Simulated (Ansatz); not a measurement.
The reference is SiO2 in the rutile structure (space group P4_2/mnm, No. 136; a = 4.1852 Å, c = 2.6688 Å). Axes: x, y, z lie along a, b, c of the conventional cell.

Calculations: Kohn–Sham DFT with the r2SCAN functional, run in Ansatz (a quantum-chemistry and plane-wave program) with PAW and 500 eV plane waves, no spin-orbit coupling.

Strains are applied to the cell and any free atomic positions relax; under biaxial strain the out-of-plane vector relaxes too.

One change was made to it. Results:

| quantity | base | after |
|---|---|---|
| band gap | 6.51 eV | 6.26 eV |
| shortest interatomic distance | 1.760 Å | 1.757 Å |
| valence-band top at Γ (three highest levels, from the VBM) | 0.00, -0.88, -0.88 eV | 0.00, -0.85, -0.85 eV |
| electron mass | 0.38 mₑ along c, 0.48 mₑ across (at Γ) | 0.38 mₑ out of plane, 0.46 mₑ in plane (at Γ) |

Question: Name the change that was made.
(A) uniaxial strain ε_zz = −2.02 %
(B) isotropic strain +0.94 %
(C) biaxial strain +1.56 %, plane normal [001], relaxed out of plane

Answer: C, biaxial strain +1.56 %, plane normal [001], relaxed out of plane. For comparison, the band gap in the other runs: isotropic strain +0.94 % gives 6.04 eV; uniaxial strain ε_zz = −2.02 % gives 6.97 eV.

Masses are band curvatures over ±0.01 Å⁻¹ around the edge. Whether these cells are dynamically stable was not tested.
